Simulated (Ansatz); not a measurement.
Input:

```xyz
2
Lattice="3.9236 0.0000 0.0000 0.0000 3.9236 0.0000 1.9618 -1.9618 2.8665" Properties=species:S:1:pos:R:3 pbc="T T T"
Zn     0.0000     0.0000     0.0000
Se     3.9236     1.9618     1.4333
```

No spin polarisation.

Level of theory: PBEsol in Ansatz (plane waves to 420 eV, PAW, scalar-relativistic without spin-orbit coupling). k-mesh 10×10×10 (Γ-centred); smearing 0.05 eV (Fermi–Dirac).

Question: What gap character does the calculation give?

Answer: Direct at Γ.

Question: What pressure (mean of the normal stresses, compression positive) does the calculation give?

Answer: 0.83 GPa.

Question: What valence-band top at Γ (three highest levels, from the VBM) does the calculation give?

Answer: 0.00, 0.00, -0.13 eV.

The cells carry an imposed strain or load. Stability against distortions was not tested. The cell was made from ZnSe in the zinc blende structure (space group F-43m, No. 216) by this change: biaxial strain −1.50 %, plane normal [001], relaxed out of plane.

Ansatz is an electronic-structure program.
